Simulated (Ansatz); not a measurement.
Worked example: self-consistent single point of LuCd₂ (P-3m1, 3 atoms in the cell) in Ansatz (a program for electronic structure).

Computed with PBEsol, default PAW files made with PBE (plane waves; Ansatz).

```xyz
3
Lattice="5.3821 0.0000 0.0000 -2.6910 4.6610 0.0000 0.0000 0.0000 3.2173" Properties=species:S:1:pos:R:3 pbc="T T T"
Lu     0.0000     0.0000     0.0000
Cd     2.6910     1.5537     3.0673
Cd     0.0000     3.1074     0.1501
```

Reference input (self-consistent single point, DFT, PBEsol, plane waves, default PAW files made with PBE): basis.ecutwfc = 420 eV; kpoints.mp_grid.grid = 7 7 10; hamiltonian.xc = pbesol; hamiltonian.pseudopotentials = {kind: paw} (the program's default PAW files); scf.occupations.method = gaussian; scf.occupations.width = 0.272 eV. This run's input differs from it in these lines:

Ansatz 0.2 input:
```diff
@@ -13,3 +13,3 @@
 kpoints:
-  mp_grid: { grid: [7, 7, 10] }
+  mp_grid: { grid: [5, 5, 7] }
 hamiltonian:
```

Output, abridged:

```
SCF iter   1: F=—  HF=-30979.134928 eV  |F-HF|=—  |Δ(HF+E_count)|=         —  Δρ=5.00e-3  dr2=1.56e-2  ethr=1.77e-3  ⟨swp⟩=5.8  Hψ=4459  notcnv=0
all-band conjugate gradients solve this SCF's bands
preconditioner: auto → Kerker (q_TF=auto, 2.632 Å⁻¹)
SCF iter   2: F=—  HF=-30979.129580 eV  |F-HF|=—  |Δ(HF+E_count)|=   5.35e-3  Δρ=2.29e-3  dr2=4.40e-3  ethr=2.39e-5  ⟨swp⟩=2.2  Hψ=2186  notcnv=0
   [... lines left out ...]
SCF iter   5: F=—  HF=-30979.129064 eV  |F-HF|=—  |Δ(HF+E_count)|=   2.62e-4  Δρ=2.69e-4  dr2=3.48e-5  ethr=3.18e-7  ⟨swp⟩=3.0  Hψ=2102  notcnv=0
SCF iter   6: F=—  HF=-30979.129067 eV  |F-HF|=—  |Δ(HF+E_count)|=   3.39e-6  Δρ=1.48e-4  dr2=1.35e-5  ethr=5.35e-8  ⟨swp⟩=2.1  Hψ=1819  notcnv=0
SCF iter   7: F=—  HF=-30979.129062 eV  |F-HF|=—  |Δ(HF+E_count)|=   4.59e-6  Δρ=1.66e-5  dr2=1.65e-7  ethr=2.07e-8  ⟨swp⟩=2.7  Hψ=1884  notcnv=0
SCF iter   8: F=-30979.129062 eV  HF=-30979.129062 eV  |F-HF|=2.04e-10  |Δ(HF+E_count)|=   2.26e-9  Δρ=4.58e-6  dr2=1.30e-8  ethr=1.54e-10  ⟨swp⟩=10.5  Hψ=6165  notcnv=0
SCF 1 converged in 8 iterations: F = -30979.129062 eV  dr2 = 1.30e-8
Free energy (F): -30979.129062 eV
Internal energy: -30979.064872 eV  (E = F + TS)
E sigma→0 (E₀):  -30979.096967 eV
Entropy (-TS):   -0.064190 eV (-21.397 meV/atom)
Fermi energy:    12.295969 eV
--- Forces (eV/Å), atoms counted from 1 ---
  atom   1  Lu     0.00000000    -0.00000000     0.00000000
  atom   2  Cd    -0.00000000    -0.00000000    -0.00722681
  atom   3  Cd    -0.00000000     0.00000000     0.00722681
--- Stress (GPa, compression-positive) ---
       -3.329145       0.000000       0.000000
        0.000000      -3.329145      -0.000000
        0.000000      -0.000000      -2.279206
  P = ⅓ Tr σ = -2.9792 GPa (-29.792 kbar)
  The stress holds the Pulay correction. Without it, at fixed plane waves, as pw.x and ABINIT print it: P = -3.0159 GPa
```

The run converged in 8 iterations. Against the reference run the free energy drops by 4.4 meV/atom, the pressure stays near -2.98 GPa while the zz stress (positive for compression) goes from -1.96 to -2.28 GPa and the largest force goes from 0.014 to 0.007 eV/Å.

The starting cell comes from a database of computed structures (which also holds hypothetical and non-ambient phases and stackings), without a prior relaxation at this level. Ansatz's pressure includes its estimate of the finite-basis (Pulay) stress.
